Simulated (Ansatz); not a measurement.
Consider the following.

```
KFO2S
1.0
    4.57961     0.00000     0.04634
    0.00000     5.73860     0.00000
   -2.12211     0.00000     6.58360
K S O F
2 2 4 2
Direct
  0.16050   0.75000   0.29306
  0.83950   0.25000   0.70694
  0.39902   0.75000   0.82243
  0.60098   0.25000   0.17757
  0.33331   0.53741   0.69532
  0.66669   0.46259   0.30468
  0.66669   0.03741   0.30468
  0.33331   0.96259   0.69532
  0.19379   0.25000   0.11491
  0.80621   0.75000   0.88509
```

All values below come from r2SCAN, rigid bands (plane waves, PAW, scalar-relativistic; Ansatz, a first-principles code). Condition of this run: functional r2SCAN on the same cell. How the cell was made: cell and atoms relaxed with PBEsol.

**Question.** Predict the hole conductivity mass (n e² τ/σ) at 300 K, by direction if it differs.

**Answer.** 1.89 (x), 11.3 (y), 8.7 (z) mₑ.

**Question.** And the band gap?

**Answer.** 4.49 eV at this level; semilocal functionals usually fall short of the measured gap.

Rigid bands, one relaxation time for all states, no polarons. Spin-orbit coupling is left out; where it splits the top of the valence band it changes the hole mass and lowers the gap by about a third of the splitting. Geometry: cell and atoms relaxed with PBEsol.

Formula and space group known from diffraction (Crystallography Open Database), not checked to be the room-temperature form: KSO2F (P2_1/m).
